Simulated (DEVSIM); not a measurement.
Structure: Co/HfO2/p-Ge capacitor, at 300 K.

```tsv
layer (left to right)	material	thickness (nm)	Na (cm⁻³)
1	HfO2	18.0	-
2	Ge	950	3.9e17
```

Metal gate on the left, work function 5 eV. Fixed charge at the semiconductor interface -9.9e10 cm⁻² (in units of +e); no interface traps.

This is a model device: material constants are rounded textbook-type values typed into the input, and sizes, dopings and lifetimes were drawn at random. Values at 300 K.

```csv
parameter,HfO2,Ge
gap (eV),5.7,0.664
affinity (eV),2.5,4
permittivity,22,16
Nc (cm⁻³),-,1.04e19
Nv (cm⁻³),-,6e18
```

Model (solved in DEVSIM): 1D Poisson equation in equilibrium, Boltzmann statistics, complete ionisation; no quantum confinement or tunnelling. Metal contacts follow the ideal Schottky-Mott rule: no Fermi-level pinning, no interface dipoles.

The HfO2 thickness was swept, all else fixed.

| HfO2 thickness (μm) | capacitance of the dielectric stack (μF/cm²) | minimum of the low-frequency capacitance (μF/cm²) | threshold voltage (band bending 2φF) (V) |
|---|---|---|---|
| 0.0072 | 2.71 | 0.310 | 1.03 |
| 0.0099 | 1.97 | 0.300 | 1.07 |
| 0.013 | 1.50 | 0.282 | 1.12 |
| 0.015 | 1.30 | 0.278 | 1.16 |
| 0.018 | 1.08 | 0.263 | 1.21 |
| 0.022 | 0.885 | 0.252 | 1.27 |

From the first row to the last the capacitance of the dielectric stack goes from 2.71 to 0.885. From the first row to the last the minimum of the low-frequency capacitance goes from 0.310 to 0.252.
